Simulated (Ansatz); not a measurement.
The parent structure is MgO in the rock salt structure (space group Fm-3m, No. 225; a = 4.2537 Å).

One thing is altered: a negative pressure, −1 GPa.

Levels (all Ansatz, an electronic-structure program, PAW): PBE (420 eV, spin-orbit coupling left out); HSE06+SOC (420 eV, noncollinear with spin-orbit coupling).

The geometry is relaxed with PBE.

| Item | Result |
|---|---|
| PBE band gap | 4.40 eV |
| PBE valence-band top at Γ | 0.00, 0.00, 0.00 eV |

Problem. How does going to HSE06+SOC change the band gap and valence-band top at Γ?

Solution. The band gap grows by 1.69 eV (4.40 eV → 6.09 eV); the valence-band top at Γ (three highest Kramers pairs, from the VBM) changes from 0.00, 0.00, 0.00 eV to 0.00, 0.00, -0.04 eV. The threefold valence maximum splits by Δso ≈ 42 meV.

Single points use the geometry relaxed with PBE. Differences between runs with and without spin-orbit coupling are approximate. Load acts through the strain it causes; cell and atoms are relaxed under it. No phonon test of stability was made.
